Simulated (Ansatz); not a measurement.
# ScAgSe2, pressure series

Start from ScAgSe2 (space group P-3m1, No. 164; a = 3.8966 Å, c = 6.6270 Å; a cell from a computed database, its experimental status unchecked).

Cell and atoms are relaxed at each pressure.

All numbers come from r2SCAN (Ansatz, a quantum-chemistry and plane-wave program), no SOC, earlier PAW set.

| P (GPa) | V (Å³/atom) |
|---|---|
| -2.00 | 22.480 |
| -1.00 | 22.116 |
| 0.30 | 21.692 |
| 0.70 | 21.571 |
| 1.50 | 21.338 |
| 3.00 | 20.938 |
| 5.00 | 20.461 |
| 7.50 | 19.940 |
| 10.00 | 19.482 |

A third-order Birch–Murnaghan fit to these points gives V₀ = 21.79 Å³/atom, B₀ = 69 GPa and B₀′ = 4.7. At pressure 10 GPa the volume is 89.4 % of V₀.

Between the base and pressure 7.5 GPa the gap moves from 0.98 eV to 0.66 eV, a mean slope of -43 meV/GPa.

Load acts through the strain it causes; cell and atoms are relaxed under it. Stability against distortions was not tested. Competing high-pressure phases were not computed. The final runs are not spin-polarised.
